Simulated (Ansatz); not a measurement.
Cubic perovskite CsPbCl3 (cubic high-temperature phase) was calculated with PBE (PAW; Ansatz, a quantum-chemistry and plane-wave program).

Settings: plane-wave cutoff 520 eV, 4×4×4 k mesh, scalar-relativistic PAW data made under PBE.

Computed at the level's own relaxed cell.

Elastic tensor (GPa, Voigt notation, ions relaxed):

```
   49.3     8.2     8.2     0.0     0.0     0.0
    8.2    49.3     8.2     0.0     0.0     0.0
    8.2     8.2    49.3     0.0     0.0     0.0
    0.0     0.0     0.0     5.1     0.0     0.0
    0.0     0.0     0.0     0.0     5.1     0.0
    0.0     0.0     0.0     0.0     0.0     5.1
```

Work out the Voigt, Reuss and Hill averages of the bulk and shear moduli, Young's modulus and Poisson's ratio from the printed constants.

K_V = [C11 + C22 + C33 + 2(C12 + C13 + C23)]/9 = [147.9 + 2 × 24.6]/9 = 21.9 GPa. G_V = [147.9 − 24.6 + 3 × 15.3]/15 = 11.3 GPa. From the compliances S = C⁻¹, K_R = 21.9 and G_R = 7.3 GPa. Hill means: K = 21.9, G = 9.3 GPa. E = 9KG/(3K + G) = 24 GPa, ν = (3K − 2G)/(6K + 2G) = 0.31, K/G = 2.35.

Note: the relaxation could not lower the start's symmetry, so the cell can be a saddle point above a distorted one.

Spin–orbit coupling is not included; it can shift volumes and moduli of such heavy elements.
